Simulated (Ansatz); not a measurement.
The reference is CdSe in the zinc blende structure (space group F-43m, No. 216; a = 6.082 Å).

Computed with plane-wave PAW DFT at the PBEsol level (Ansatz, an electronic-structure program, 420 eV), no SOC.

Now apply this change: Hg takes the place of Cd on all its sites; the structure is relaxed again.

Measured lattice parameter a: CdSe 6.077 Å (room temperature; as listed in arXiv:1206.3780); HgSe 6.085 Å (room temperature; as listed in Cardona et al., arXiv (2009)).

### Question
How well does PBEsol reproduce the measured shift?

### Answer
With PBEsol the lattice parameter a moves by +0.051 Å (6.082 → 6.133) against +0.008 Å measured.

Whether these cells are dynamically stable was not tested. The final runs are not spin-polarised.
